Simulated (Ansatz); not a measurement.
The reference is CdS in the zinc blende structure (space group F-43m, No. 216; a = 5.8248 Å).

The change: every S is replaced by Se; the structure is relaxed again.

Levels (all Ansatz, an electronic-structure program, PAW, earlier PAW set): PBEsol (420 eV, without spin-orbit coupling); r2SCAN (500 eV, without spin-orbit coupling); HSE06 (420 eV, without spin-orbit coupling); PBEsol+SOC (420 eV, with spin-orbit coupling); HSE06+SOC (420 eV, with spin-orbit coupling).

At the geometry relaxed with PBEsol, these levels gave the following band gaps, in shuffled order: (a) 1.41 eV, (b) 1.55 eV, (c) 0.48 eV, (d) 1.09 eV, (e) 0.36 eV.

Match each gap to its level.

(a) HSE06+SOC; (b) HSE06; (c) PBEsol; (d) r2SCAN; (e) PBEsol+SOC.

Single points use the geometry relaxed with PBEsol. The spin-orbit shifts are approximate. Whether these cells are dynamically stable was not tested.
